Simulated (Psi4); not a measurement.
Psi4 1.11, BP86/def2-svp: La(OH)2(OMe) (C[O][La]([OH])[OH]), 10 atoms. The geometry is a generated start, not checked to be a minimum at this level.

```yaml
task: energy
method: bp86
basis: def2-svp
memory: 3 GB
maxiter: 100
keys_of_the_molecule_block: symmetry c1
scf_type: df (default)
guess: auto, which took SAD (default)
scf_initial_accelerator: adiis (default)
e_convergence: 1e-06 (default)
d_convergence: 1e-06 (default)
dft_radial_points: 75 (default)
dft_spherical_points: 302 (default)
effective_core_potentials: those of the basis set, past Kr
basis_functions: 113
grid_points: 216490
```

```xyz
10

La    -0.5159     0.0445     1.0006
O      0.4218    -1.0991     2.5514
H      0.7261    -0.7034     3.3800
O      0.5158     1.8725     0.7467
H      0.7023     2.4997     1.4591
O     -1.0780    -0.8146    -0.7197
C     -0.3372    -0.5101    -1.8633
H      0.5343    -1.1828    -1.9561
H     -0.9759    -0.6541    -2.7470
H      0.0067     0.5473    -1.8517
```

Charge 0 and multiplicity 1 are set for this test and not shown to be the ground state.

One run each on 2 threads. Values of diis_max_vecs tried: 3, 6, 10 (default), 20.

Predict the course of the SCF iterations along this series.

Fewest SCF iterations, within one of each other: 6 with 11, 10 (default) with 11, 20 with 11. The count rises to 60 at 3. All converge to one solution.

```tsv
diis_max_vecs	SCF iterations	end
3	60	same solution
6	11	same solution
10 (default)	11	same solution
20	11	same solution
```
